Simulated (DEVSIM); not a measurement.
# abrupt Si n-p junction

Device: abrupt Si n-p junction, at 300 K.

```
layer (left to right)  material  thickness (μm)  Nd (cm⁻³)  Na (cm⁻³)   τn (s)   τp (s)
---------------------  --------  --------------  ---------  ---------  -------  -------
1                            Si            4.10     1.7e17          -  0.00018  0.00018
2                            Si            2.80          -     1.6e15  0.00018  0.00018
```

Left contact: ohmic. Right contact: ohmic. Voltage is applied to the left contact. Recombination: SRH at mid-gap. Mobility is μmin + (μ − μmin)/(1 + (N/Nref)^α).

This is a model device: material constants are rounded textbook-type values typed into the input, and sizes, dopings and lifetimes were drawn at random. Values at 300 K.

```tsv
parameter	Si
gap (eV)	1.124
affinity (eV)	4.05
permittivity	11.7
Nc (cm⁻³)	2.86e19
Nv (cm⁻³)	3.1e19
μn (cm²/Vs)	1417
μp (cm²/Vs)	470
μn,min	52
μp,min	45
Nref,n	9.7e16
Nref,p	2.2e17
αn	0.68
αp	0.72
```

DEVSIM, 1D drift-diffusion, Boltzmann statistics, complete ionisation; no tunnelling, impact ionisation, image-force lowering or self-heating.

```
Quantity                                           Result
---------------------------------------------  ----------
Potential step across the device at zero bias     0.736 V
Largest field in the device at zero bias       27000 V/cm
Dark forward voltage at 1 A/cm²                   0.524 V
Dark forward voltage at 100 A/cm²                 0.668 V
```

Dark reverse current:

| V (V) | J (A/cm²) |
|---|---|
| 0.04 | 1.6e-9 |
| 0.10 | 2.0e-9 |
| 0.20 | 2.1e-9 |
| 0.30 | 2.2e-9 |
| 0.40 | 2.3e-9 |
| 0.60 | 2.4e-9 |
| 0.80 | 2.6e-9 |
| 1.00 | 2.7e-9 |
| 1.30 | 2.9e-9 |
| 1.60 | 3.2e-9 |
| 2.00 | 3.5e-9 |

Dark forward current:

(V (V), J (A/cm²)): (-0.05, -1.1e-8); (-0.10, -8.9e-8); (-0.15, -6.2e-7); (-0.20, -4.2e-6); (-0.25, -2.9e-5); (-0.30, -0.00020); (-0.35, -0.0013); (-0.40, -0.0090); (-0.45, -0.061); (-0.50, -0.41); (-0.55, -2.6); (-0.60, -15); (-0.65, -65); (-0.70, -210); (-0.75, -540); (-0.80, -1100); (-0.85, -1900); (-0.90, -2900)
